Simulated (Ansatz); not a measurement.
Take Si (space group I4_132, No. 214; a = 6.397 Å; a hypothetical phase, not in the database extracts checked; relaxed with 0.1 eV smearing) as the base.

Modification: an isotropic linear strain of −4.91 %, atoms relaxed at fixed cell.

Levels (all Ansatz, a first-principles code, PAW): PBEsol (420 eV, no spin-orbit coupling); r2SCAN (500 eV, no spin-orbit coupling).

The geometry is relaxed with PBEsol.

| Property | Value |
|---|---|
| PBEsol pressure | 9.8 GPa |

Predict the pressure from r2SCAN.

The pressure grows by 0.35 GPa to 10.2 GPa.

Single points use the geometry relaxed with PBEsol. Their cutoffs differ, which shifts pressures a little. Stability against distortions was not tested.
